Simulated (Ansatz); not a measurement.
# BeTe, response to strain

Consider BeTe in the zinc blende structure (space group F-43m, No. 216).

```
BeTe
1.0
    0.00000     2.83188     2.83188
    2.83188     0.00000     2.83188
    2.83188     2.83188     0.00000
Te Be
1 1
Direct
  0.75000   0.75000   0.75000
  0.00000   0.00000   0.00000
```

Strains are applied to the cell and any free atomic positions relax.

The values are results of PBE (Ansatz, a program for electronic structure), no spin-orbit coupling, earlier PAW set, not measurements.

| isotropic strain (%) | band gap (eV) |
|---|---|
| -1.73 | 1.90 |
| 0 | 2.03 |
| 0.41 | ? |
| 1.44 | 2.12 |

### Question
Fit E_g = E₀ + Dε (ε in %) to the rows shown and predict the withheld row.

### Answer
Least squares on the printed values gives E₀ = 2.02 eV, D = 69.6 meV per % of strain (largest residual 0.01 eV); this predicts 2.05 eV, and the run gives 2.06 eV, in agreement.

With Te present, leaving out spin-orbit coupling can change the band edges. Whether these cells are dynamically stable was not tested.
